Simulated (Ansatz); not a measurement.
The starting structures come from a database of crystals and need not be the phases stable at ambient conditions.

Tunnelling through a barrier is set by its complex band structure: the current falls as exp(−2κd) with the smallest κ.

Here is the system:

```
CELL_PARAMETERS angstrom
      4.29765     0.00000     0.00000
      0.00000     7.00787     0.00000
      2.14883     0.00000     3.83353
ATOMIC_POSITIONS crystal
  Cd 0.00000 0.50977 0.00000
  Cd 0.33333 0.99036 0.33333
  Se 0.33333 0.37425 0.33333
  S  0.00000 0.87762 0.00000
```

Space group of this cell: Cm. The cell is strained (lengths along the current scaled by 1.03, ions clamped); by r2SCAN its mean pressure is -3.0 GPa.

Transport runs along the normal of the first two printed cell vectors.

No gap correction and no spin-orbit coupling; mid-gap values are interpolated between computed energies.

Problem. Predict the band gap and the smallest decay constant κ at mid-gap from r2SCAN in Ansatz (a first-principles code).

Solution. Gap 1.05 eV on a 8×4×8 mesh; κ = 0.093 1/Å, at the zone centre.
